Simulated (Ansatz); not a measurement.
**Pressure series in CdTe**

The parent structure is CdTe in the zinc blende structure (space group F-43m, No. 216; a = 6.618 Å).

Cell and atoms are relaxed at each pressure.

The values are results of Ansatz (a quantum-chemistry and plane-wave program) PBE, no spin-orbit coupling, not measurements.

```json
[
 {"P (GPa)": "-2.00", "V (Å³/atom)": "38.747"},
 {"P (GPa)": "-1.01", "V (Å³/atom)": "37.379"},
 {"P (GPa)": "0.30", "V (Å³/atom)": "35.935"},
 {"P (GPa)": "0.70", "V (Å³/atom)": "35.555"},
 {"P (GPa)": "1.49", "V (Å³/atom)": "34.865"},
 {"P (GPa)": "3.00", "V (Å³/atom)": "33.723"},
 {"P (GPa)": "4.99", "V (Å³/atom)": "32.479"},
 {"P (GPa)": "7.51", "V (Å³/atom)": "31.199"},
 {"P (GPa)": "10.01", "V (Å³/atom)": "30.151"}
]
```

A third-order Birch–Murnaghan fit to these points gives V₀ = 36.24 Å³/atom, B₀ = 35 GPa and B₀′ = 4.7. At pressure 10 GPa the volume is 83.2 % of V₀.

Measured bulk modulus of CdTe: 43.7 GPa (room temperature; as listed in Elmahjoubi et al., arXiv (2023)); the computed value is for a static lattice, so the two differ by thermal effects too.

Between the base and pressure 3 GPa the gap moves from 0.59 eV to 0.80 eV, a mean slope of 71 meV/GPa.

With Te present, leaving out spin-orbit coupling can change the band edges. Load acts through the strain it causes; cell and atoms are relaxed under it. No phonon test of stability was made. Measured, CdTe leaves this structure (for cinnabar) near 3.53 GPa (temperature not stated; as listed in Datta, Sujoy, Jana, Debnarayan, arXiv (2020)), on rising pressure, with hysteresis.
